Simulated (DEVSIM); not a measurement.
Device: Schottky contact on n-type Si, at 300 K.

Layer 1 from the left is Si, thickness (μm) 0.630, Nd (cm⁻³) 2.6e15, τn (s) 3.6e-6, τp (s) 3.6e-6. Layer 2 from the left is Si, thickness (μm) 11.0, Nd (cm⁻³) 2.4e18, τn (s) 3.6e-6, τp (s) 3.6e-6.

Left contact: Schottky, work function 4.89 eV, emission velocity 6.9e6 cm/s. Right contact: ohmic. Voltage is applied to the left contact. Recombination: SRH at mid-gap, radiative, Auger. Mobility is constant in doping.

Constants are typed, rounded textbook-type inputs, not results; the design itself was drawn at random and stands for no fabricated device. Values at 300 K.

Si: gap (eV) 1.124, affinity (eV) 4.05, permittivity 11.7, Nc (cm⁻³) 2.86e19, Nv (cm⁻³) 3.1e19, μn (cm²/Vs) 1417, μp (cm²/Vs) 470, B (cm³/s) 4.7e-15, Cn (cm⁶/s) 2.8e-31, Cp (cm⁶/s) 9.9e-32.

Simulated with DEVSIM: 1D drift-diffusion, Boltzmann statistics, complete ionisation; no tunnelling, impact ionisation, image-force lowering or self-heating. Metal contacts follow the ideal Schottky-Mott rule: no Fermi-level pinning, no interface dipoles.

Question: What does the simulation give for the dark forward voltage at 100 A/cm², the dark forward voltage at 1 A/cm², the potential step across the device at zero bias?

Answer: dark forward voltage at 100 A/cm² 0.538 V; dark forward voltage at 1 A/cm² 0.403 V; potential step across the device at zero bias 0.776 V.
